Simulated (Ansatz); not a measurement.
**Si well of 9 atomic layers along [001] in random Si0.7Ge0.3, interfaces graded over 8 layers**

Prepared with Tersoff's 1989 multicomponent potential (SiCGe.tersoff) in LAMMPS: minimisation. Geometry as solved with PBE, support functions at accuracy medium on the grid of 370 eV (Ansatz, a quantum-chemistry and plane-wave program).

```xyz
648
Lattice="16.67 0.00 0.00 0.00 16.67 0.00 0.00 0.00 49.64" Properties=species:S:1:pos:R:3 pbc="T T T"
Si    -0.03    -0.02    -0.05
Ge     1.36     1.40     1.36
Si     2.77     2.79    -0.06
Ge     4.14     4.22     1.35
Si     2.74     0.03     2.79
Ge     4.14     1.42     4.18
Si    -0.01     2.79     2.82
Si     1.41     4.16     4.16
Si    -0.04     0.04     5.61
Si     1.37     1.42     6.95
Si     2.75     2.81     5.59
Si     4.16     4.18     6.94
Si     2.75     0.06     8.33
Si     4.16     1.40     9.67
Si     0.01     2.81     8.33
Si     1.38     4.19     9.69
Ge     0.00     0.03    11.15
Si     1.37     1.44    12.54
Ge     2.80     2.80    11.10
Si     4.23     4.15    12.52
Ge     2.76     0.03    13.93
Si     4.19     1.43    15.29
Si    -0.02     2.79    13.90
Si     1.37     4.14    15.30
Si    -0.01     0.00    16.65
Si     1.39     1.38    18.01
Si     2.78     2.78    16.66
Si     4.16     4.18    18.02
Si     2.79     0.01    19.37
Si     4.16     1.39    20.74
Si     0.01     2.78    19.37
Si     1.39     4.15    20.74
Si     0.01     0.01    22.11
Si     1.40     1.39    23.48
Si     2.78     2.77    22.11
Si     4.17     4.16    23.47
Si     2.78     0.00    24.84
Si     4.16     1.40    26.20
Si     0.01     2.78    24.82
Si     1.39     4.17    26.19
Si     0.00     0.00    27.54
Si     1.39     1.39    28.91
Si     2.77     2.78    27.55
Si     4.14     4.15    28.95
Si     2.79     0.03    30.27
Si     4.20     1.38    31.63
Si     0.00     2.78    30.26
Si     1.36     4.18    31.63
Si    -0.04     0.00    33.04
Ge     1.35     1.38    34.47
Ge     2.78     2.79    33.01
Si     4.16     4.21    34.41
Si     2.77    -0.02    35.86
Si     4.13     1.37    37.21
Si    -0.03     2.82    35.85
Si     1.40     4.20    37.17
Si     0.01     0.01    38.55
Si     1.40     1.38    39.89
Si     2.76     2.79    38.54
Si     4.09     4.18    39.94
Ge     2.78    -0.03    41.31
Si     4.13     1.39    42.76
Ge     0.04     2.76    41.34
Si     1.41     4.19    42.74
Si     0.02    -0.01    44.09
Si     1.40     1.37    45.46
Si     2.77     2.79    44.11
Si     4.15     4.18    45.47
Si     2.76     0.00    46.85
Si     4.12     1.42    48.20
Ge    -0.01     2.78    46.86
Si     1.42     4.17    48.24
Ge     0.03     5.54     0.04
Si     1.42     6.97     1.43
Si     2.76     8.35     0.02
Si     4.20     9.67     1.37
Si     2.77     5.58     2.81
Si     4.18     6.94     4.17
Si     0.03     8.31     2.79
Si     1.40     9.67     4.16
Ge     0.00     5.55     5.55
Si     1.45     6.93     6.93
Si     2.79     8.30     5.53
Ge     4.17     9.71     6.95
Si     2.78     5.55     8.32
Ge     4.17     6.95     9.75
Ge     0.07     8.31     8.36
Si     1.40     9.75     9.77
Si     0.00     5.49    11.12
Ge     1.36     6.96    12.49
Si     2.78     8.38    11.13
Si     4.16     9.68    12.56
Ge     2.80     5.52    13.91
Si     4.22     6.92    15.28
Si    -0.04     8.37    13.90
Si     1.37     9.74    15.24
Si    -0.01     5.55    16.64
Si     1.36     6.91    18.03
Ge     2.76     8.31    16.62
Ge     4.18     9.75    18.04
Si     2.77     5.55    19.38
Si     4.16     6.93    20.74
Si     0.00     8.32    19.39
Si     1.38     9.72    20.75
Si     0.00     5.55    22.09
Si     1.39     6.93    23.44
Si     2.78     8.34    22.10
Si     4.17     9.73    23.46
Si     2.77     5.56    24.82
Si     4.15     6.96    26.15
Si    -0.02     8.30    24.78
Ge     1.37     9.72    26.18
Si     0.01     5.55    27.55
Si     1.39     6.95    28.90
Si     2.79     8.32    27.56
Si     4.17     9.71    28.92
Si     2.76     5.56    30.28
Si     4.15     6.95    31.64
Si     0.04     8.36    30.27
Si     1.40     9.72    31.66
Si     0.03     5.54    33.05
Si     1.43     6.93    34.38
Si     2.79     8.34    33.03
Si     4.16     9.73    34.41
Si     2.78     5.58    35.79
Si     4.12     6.99    37.17
Ge     0.01     8.33    35.78
Si     1.44     9.72    37.17
Si     0.04     5.60    38.53
Si     1.39     6.96    39.96
Si     2.77     8.34    38.58
Si     4.16     9.73    39.94
Si     2.76     5.57    41.33
Si     4.16     6.94    42.69
Si     0.03     8.33    41.35
Si     1.42     9.74    42.70
Si    -0.01     5.55    44.09
Ge     1.40     6.95    45.48
Si     2.81     8.35    44.05
Si     4.19     9.71    45.43
Si     2.79     5.53    46.86
Ge     4.17     6.98    48.23
Si     0.02     8.36    46.89
Si     1.37     9.70    48.29
Si     0.03    11.10    -0.01
Si     1.38    12.49     1.36
Si     2.72    13.90     0.00
Ge     4.11    15.28     1.41
Ge     2.80    11.09     2.77
Si     4.18    12.46     4.21
Ge    -0.05    13.88     2.74
Ge     1.35    15.32     4.19
Ge     0.02    11.13     5.53
Si     1.36    12.49     7.00
Ge     2.77    13.85     5.59
Ge     4.17    15.31     7.00
Si     2.73    11.10     8.35
Ge     4.15    12.47     9.74
Si    -0.04    13.87     8.34
Ge     1.39    15.28     9.71
Si    -0.03    11.11    11.10
Ge     1.39    12.50    12.51
Si     2.78    13.89    11.11
Ge     4.18    15.26    12.51
Si     2.80    11.09    13.91
Si     4.17    12.51    15.27
Si     0.01    13.91    13.93
Si     1.37    15.27    15.31
Si     0.02    11.08    16.67
Si     1.42    12.48    17.99
Si     2.78    13.88    16.64
Si     4.16    15.28    18.00
Si     2.76    11.14    19.42
Si     4.16    12.53    20.75
Ge     0.00    13.89    19.37
Si     1.41    15.31    20.75
Si    -0.01    11.10    22.11
Si     1.38    12.51    23.45
Si     2.77    13.92    22.11
Si     4.16    15.29    23.47
Si     2.78    11.14    24.79
Si     4.15    12.50    26.17
Si     0.00    13.89    24.83
Si     1.39    15.28    26.19
Si    -0.02    11.14    27.57
Si     1.42    12.48    28.89
Si     2.78    13.89    27.54
Si     4.14    15.29    28.91
Si     2.79    11.10    30.29
Si     4.16    12.49    31.65
Ge    -0.02    13.87    30.26
Ge     1.40    15.30    31.68
Si     0.00    11.10    33.03
Si     1.41    12.46    34.39
Si     2.78    13.84    33.03
Ge     4.16    15.27    34.43
Si     2.78    11.10    35.79
Si     4.16    12.48    37.17
Ge     0.02    13.90    35.77
Si     1.41    15.28    37.22
Ge     0.03    11.11    38.57
Si     1.43    12.53    39.97
Si     2.79    13.87    38.56
Si     4.18    15.22    39.93
Si     2.80    11.12    41.32
Si     4.16    12.51    42.70
Si     0.02    13.90    41.32
Si     1.37    15.26    42.72
Si     0.04    11.14    44.06
Si     1.39    12.53    45.45
Si     2.77    13.89    44.07
Si     4.12    15.30    45.44
Ge     2.75    11.07    46.84
Ge     4.16    12.49    48.31
Si     0.04    13.92    46.84
Si     1.39    15.29    48.24
Ge     5.52     0.07    -0.01
Si     6.95     1.41     1.41
Ge     8.36     2.79     0.01
Si     9.73     4.21     1.41
Ge     8.32     0.01     2.82
Si     9.73     1.39     4.21
Ge     5.59     2.84     2.79
Si     6.96     4.25     4.19
Ge     5.60     0.01     5.57
Si     6.94     1.43     6.98
Ge     8.35     2.82     5.60
Si     9.75     4.20     7.01
Ge     8.37     0.02     8.35
Si     9.77     1.41     9.78
Si     5.53     2.79     8.31
Ge     6.96     4.16     9.74
Ge     5.58     0.03    11.08
Si     6.97     1.40    12.52
Si     8.36     2.76    11.15
Si     9.70     4.17    12.52
Si     8.31    -0.03    13.85
Ge     9.71     1.39    15.24
Si     5.59     2.77    13.90
Si     6.95     4.18    15.26
Si     5.53    -0.02    16.62
Ge     6.93     1.39    18.02
Si     8.33     2.82    16.64
Si     9.70     4.16    18.04
Si     8.35    -0.01    19.41
Si     9.73     1.39    20.76
Si     5.52     2.81    19.40
Si     6.94     4.18    20.75
Si     5.55     0.00    22.10
Si     6.94     1.40    23.44
Si     8.33     2.79    22.10
Si     9.73     4.17    23.46
Si     8.36     0.03    24.78
Si     9.73     1.39    26.17
Si     5.56     2.77    24.82
Si     6.97     4.14    26.16
Si     5.53     0.02    27.58
Si     6.94     1.40    28.91
Si     8.33     2.75    27.54
Si     9.68     4.14    28.93
Si     8.36     0.02    30.25
Si     9.70     1.41    31.63
Si     5.57     2.78    30.29
Si     6.93     4.17    31.66
Si     5.56     0.03    33.03
Si     6.96     1.39    34.37
Si     8.33     2.79    33.02
Si     9.76     4.15    34.37
Si     8.32    -0.01    35.73
Ge     9.74     1.40    37.10
Ge     5.54     2.76    35.78
Si     6.92     4.16    37.18
Si     5.50    -0.04    38.56
Ge     6.90     1.32    39.97
Ge     8.30     2.77    38.56
Ge     9.73     4.18    39.99
Si     8.31    -0.02    41.41
Si     9.72     1.39    42.72
Ge     5.48     2.80    41.34
Ge     6.95     4.23    42.74
Si     5.52    -0.02    44.08
Ge     6.94     1.40    45.47
Si     8.37     2.80    44.08
Si     9.70     4.20    45.45
Si     8.37     0.03    46.88
Si     9.73     1.39    48.24
Si     5.50     2.80    46.84
Ge     6.91     4.20    48.23
Si     5.57     5.62     0.01
Si     6.95     6.96     1.40
Si     8.28     8.33    -0.02
Ge     9.71     9.70     1.39
Si     8.34     5.59     2.78
Si     9.73     6.92     4.16
Si     5.56     8.32     2.78
Si     6.92     9.73     4.15
Si     5.55     5.57     5.57
Si     6.93     6.92     6.97
Ge     8.33     8.33     5.56
Si     9.73     9.75     6.98
Si     8.35     5.59     8.34
Si     9.70     6.99     9.72
Si     5.61     8.33     8.35
Si     6.99     9.70     9.72
Si     5.57     5.56    11.17
Si     6.95     6.95    12.50
Si     8.33     8.33    11.12
Si     9.70     9.69    12.50
Si     8.32     5.56    13.89
Si     9.69     6.96    15.25
Si     5.55     8.29    13.88
Ge     6.94     9.73    15.26
Si     5.57     5.54    16.65
Si     6.96     6.93    18.01
Si     8.35     8.33    16.66
Si     9.74     9.72    18.01
Si     8.33     5.56    19.39
Si     9.74     6.94    20.75
Si     5.56     8.28    19.38
Ge     6.95     9.72    20.74
Si     5.55     5.55    22.11
Si     6.94     6.94    23.46
Si     8.37     8.31    22.13
Si     9.73     9.73    23.48
Si     8.33     5.55    24.81
Si     9.70     6.97    26.16
Si     5.56     8.34    24.81
Si     6.94     9.72    26.18
Ge     5.56     5.55    27.55
Si     6.96     6.97    28.94
Si     8.34     8.34    27.55
Si     9.76     9.70    28.88
Si     8.30     5.53    30.27
Ge     9.75     6.93    31.64
Si     5.55     8.33    30.28
Si     6.89     9.73    31.66
Si     5.52     5.55    33.00
Ge     6.88     6.95    34.43
Ge     8.33     8.39    33.04
Si     9.74     9.80    34.42
Ge     8.35     5.53    35.80
Si     9.69     6.98    37.19
Si     5.51     8.38    35.83
Si     6.93     9.73    37.18
Ge     5.53     5.58    38.56
Si     6.95     6.98    39.95
Si     8.31     8.35    38.56
Si     9.71     9.72    39.93
Si     8.34     5.64    41.34
Si     9.73     6.97    42.72
Si     5.52     8.32    41.30
Ge     6.93     9.71    42.69
Si     5.52     5.61    44.13
Si     6.94     6.97    45.47
Si     8.35     8.32    44.11
Si     9.72     9.68    45.49
Si     8.32     5.56    46.81
Ge     9.72     6.94    48.25
Si     5.57     8.38    46.82
Si     6.93     9.72    48.23
Si     5.58    11.06     0.02
Si     6.94    12.42     1.41
Ge     8.32    13.83     0.02
Ge     9.76    15.25     1.43
Si     8.33    11.11     2.81
Si     9.71    12.49     4.19
Ge     5.57    13.85     2.81
Si     6.98    15.24     4.22
Si     5.59    11.11     5.55
Si     6.99    12.46     6.92
Si     8.36    13.87     5.58
Si     9.74    15.27     6.93
Si     8.34    11.11     8.34
Si     9.69    12.54     9.71
Ge     5.63    13.87     8.36
Si     7.01    15.27     9.76
Ge     5.59    11.06    11.16
Si     6.99    12.51    12.52
Si     8.36    13.90    11.14
Si     9.74    15.29    12.49
Si     8.36    11.11    13.85
Ge     9.74    12.52    15.26
Si     5.59    13.85    13.90
Si     6.93    15.28    15.25
Si     5.56    11.17    16.65
Si     6.95    12.53    18.01
Si     8.31    13.93    16.65
Si     9.70    15.30    18.00
Si     8.35    11.13    19.35
Si     9.70    12.48    20.76
Si     5.55    13.90    19.37
Si     6.94    15.28    20.74
Si     5.54    11.14    22.11
Si     6.94    12.50    23.47
Si     8.32    13.89    22.11
Si     9.73    15.28    23.45
Si     8.33    11.11    24.83
Si     9.73    12.50    26.18
Si     5.54    13.88    24.81
Ge     6.95    15.31    26.17
Si     5.52    11.09    27.51
Ge     6.92    12.52    28.88
Si     8.38    13.91    27.54
Si     9.74    15.28    28.91
Ge     8.36    11.10    30.30
Si     9.76    12.53    31.69
Si     5.50    13.90    30.28
Ge     6.95    15.27    31.65
Si     5.54    11.11    33.03
Si     6.94    12.47    34.41
Si     8.34    13.85    33.05
Si     9.69    15.26    34.40
Si     8.32    11.11    35.80
Si     9.69    12.46    37.20
Si     5.55    13.82    35.78
Ge     6.93    15.26    37.15
Si     5.54    11.10    38.56
Si     6.92    12.48    39.93
Si     8.31    13.84    38.56
Ge     9.67    15.27    39.95
Si     8.32    11.10    41.27
Ge     9.69    12.45    42.75
Si     5.56    13.87    41.32
Si     6.90    15.25    42.72
Si     5.53    11.14    44.08
Si     6.94    12.46    45.46
Si     8.27    13.87    44.10
Ge     9.73    15.28    45.46
Si     8.31    11.06    46.83
Ge     9.74    12.44    48.21
Ge     5.54    13.89    46.82
Ge     6.96    15.31    48.24
Ge    11.15     0.02    -0.02
Si    12.56     1.40     1.39
Si    13.95     2.76     0.03
Si    15.28     4.14     1.43
Si    13.93     0.03     2.76
Si    15.29     1.39     4.19
Ge    11.12     2.77     2.78
Ge    12.54     4.20     4.21
Si    11.08    -0.01     5.56
Ge    12.48     1.38     6.96
Si    13.93     2.76     5.57
Si    15.27     4.14     6.96
Si    13.87    -0.05     8.35
Ge    15.24     1.42     9.71
Si    11.11     2.80     8.39
Si    12.51     4.14     9.75
Si    11.13     0.00    11.13
Si    12.50     1.39    12.50
Si    13.86     2.80    11.15
Si    15.28     4.16    12.51
Si    13.85     0.04    13.93
Si    15.30     1.38    15.27
Si    11.11     2.78    13.83
Ge    12.54     4.15    15.23
Si    11.10    -0.03    16.64
Ge    12.50     1.39    18.02
Si    13.95     2.77    16.64
Si    15.29     4.17    18.01
Si    13.92     0.00    19.41
Si    15.30     1.40    20.75
Si    11.09     2.80    19.41
Si    12.51     4.17    20.75
Si    11.13     0.00    22.11
Si    12.51     1.39    23.46
Si    13.90     2.77    22.10
Si    15.29     4.16    23.45
Si    13.90     0.00    24.82
Si    15.30     1.39    26.18
Si    11.12     2.78    24.82
Si    12.53     4.15    26.16
Si    11.10    -0.02    27.52
Ge    12.50     1.40    28.91
Si    13.92     2.79    27.52
Si    15.29     4.17    28.90
Si    13.92    -0.02    30.29
Si    15.31     1.37    31.63
Si    11.08     2.81    30.30
Si    12.49     4.18    31.64
Ge    11.11    -0.01    33.02
Si    12.52     1.39    34.43
Ge    13.92     2.78    33.02
Si    15.32     4.20    34.44
Si    13.91     0.01    35.78
Si    15.28     1.38    37.18
Si    11.15     2.80    35.73
Si    12.54     4.15    37.12
Ge    11.16     0.01    38.56
Si    12.54     1.42    39.96
Si    13.87     2.76    38.51
Ge    15.30     4.17    39.88
Si    13.96     0.04    41.30
Si    15.30     1.37    42.74
Si    11.12     2.73    41.34
Ge    12.49     4.14    42.75
Si    11.13     0.05    44.09
Si    12.54     1.38    45.46
Si    13.93     2.75    44.12
Si    15.26     4.18    45.45
Si    13.93     0.02    46.83
Si    15.27     1.38    48.26
Ge    11.11     2.78    46.84
Ge    12.54     4.19    48.30
Si    11.12     5.57     0.05
Si    12.50     6.95     1.40
Si    13.85     8.33     0.00
Ge    15.29     9.72     1.40
Si    13.92     5.58     2.75
Si    15.30     6.94     4.11
Si    11.10     8.28     2.78
Ge    12.45     9.74     4.16
Si    11.06     5.55     5.58
Ge    12.46     6.91     6.99
Ge    13.89     8.30     5.54
Ge    15.27     9.73     6.98
Si    13.87     5.47     8.34
Ge    15.27     6.87     9.73
Si    11.09     8.37     8.37
Si    12.48     9.74     9.71
Ge    11.10     5.57    11.11
Si    12.48     6.95    12.54
Ge    13.86     8.35    11.13
Si    15.28     9.76    12.51
Si    13.93     5.60    13.86
Si    15.30     6.95    15.27
Si    11.07     8.31    13.87
Ge    12.51     9.71    15.25
Ge    11.10     5.58    16.66
Si    12.53     6.97    18.04
Si    13.93     8.32    16.66
Si    15.30     9.71    18.02
Si    13.90     5.55    19.38
Si    15.28     6.94    20.75
Si    11.12     8.34    19.39
Si    12.50     9.73    20.74
Si    11.12     5.56    22.11
Si    12.50     6.95    23.47
Si    13.88     8.34    22.10
Si    15.27     9.72    23.46
Si    13.90     5.55    24.81
Si    15.31     6.91    26.16
Si    11.12     8.34    24.83
Si    12.49     9.75    26.17
Ge    11.10     5.55    27.55
Si    12.52     6.94    28.94
Ge    13.92     8.35    27.55
Si    15.31     9.76    28.96
Si    13.89     5.53    30.27
Ge    15.29     6.95    31.66
Si    11.15     8.35    30.26
Si    12.49     9.73    31.67
Si    11.16     5.54    33.04
Si    12.53     6.93    34.40
Si    13.87     8.36    33.05
Si    15.26     9.75    34.39
Si    13.92     5.57    35.79
Si    15.28     6.94    37.19
Ge    11.13     8.35    35.79
Si    12.55     9.75    37.18
Ge    11.13     5.57    38.51
Ge    12.50     7.04    39.94
Si    13.94     8.38    38.53
Si    15.33     9.67    39.95
Ge    13.92     5.59    41.34
Si    15.33     6.97    42.74
Si    11.07     8.38    41.35
Si    12.48     9.69    42.75
Si    11.08     5.59    44.11
Si    12.49     6.94    45.48
Si    13.88     8.30    44.09
Ge    15.28     9.74    45.47
Si    13.88     5.56    46.82
Ge    15.26     6.96    48.24
Si    11.14     8.34    46.86
Si    12.51     9.70    48.25
Si    11.14    11.06    -0.03
Ge    12.51    12.49     1.37
Si    13.92    13.92     0.01
Si    15.26    15.33     1.35
Si    13.90    11.13     2.80
Si    15.24    12.51     4.17
Si    11.11    13.84     2.82
Ge    12.52    15.29     4.17
Si    11.06    11.12     5.58
Ge    12.49    12.52     6.97
Si    13.93    13.91     5.58
Si    15.28    15.28     6.97
Si    13.88    11.12     8.39
Si    15.26    12.50     9.74
Si    11.08    13.93     8.37
Si    12.48    15.27     9.74
Ge    11.09    11.13    11.11
Si    12.51    12.53    12.51
Si    13.86    13.87    11.10
Ge    15.23    15.27    12.55
Si    13.89    11.13    13.84
Ge    15.28    12.50    15.29
Si    11.15    13.93    13.86
Si    12.49    15.29    15.27
Si    11.13    11.11    16.67
Si    12.53    12.48    18.01
Si    13.86    13.92    16.66
Si    15.25    15.31    18.00
Si    13.90    11.10    19.38
Si    15.26    12.48    20.76
Ge    11.12    13.89    19.39
Si    12.53    15.30    20.77
Si    11.11    11.11    22.11
Si    12.50    12.50    23.46
Si    13.90    13.89    22.11
Si    15.29    15.28    23.46
Si    13.89    11.12    24.82
Si    15.27    12.51    26.19
Si    11.11    13.89    24.81
Si    12.50    15.28    26.17
Si    11.12    11.12    27.54
Si    12.51    12.50    28.92
Si    13.87    13.89    27.54
Si    15.26    15.30    28.87
Si    13.88    11.11    30.31
Si    15.26    12.48    31.69
Si    11.13    13.90    30.28
Si    12.54    15.25    31.64
Si    11.13    11.13    33.04
Si    12.53    12.49    34.40
Si    13.89    13.88    33.04
Si    15.25    15.30    34.39
Si    13.90    11.13    35.78
Si    15.30    12.48    37.14
Ge    11.11    13.88    35.80
Si    12.54    15.30    37.15
Si    11.09    11.06    38.52
Ge    12.50    12.46    39.91
Ge    13.95    13.92    38.53
Si    15.34    15.32    39.96
Ge    13.92    11.06    41.36
Si    15.35    12.50    42.69
Ge    11.11    13.88    41.35
Ge    12.55    15.34    42.71
Si    11.12    11.06    44.14
Si    12.50    12.45    45.49
Ge    13.95    13.87    44.13
Si    15.34    15.31    45.51
Si    13.86    11.11    46.88
Ge    15.31    12.51    48.25
Si    11.13    13.85    46.82
Ge    12.55    15.25    48.19
```
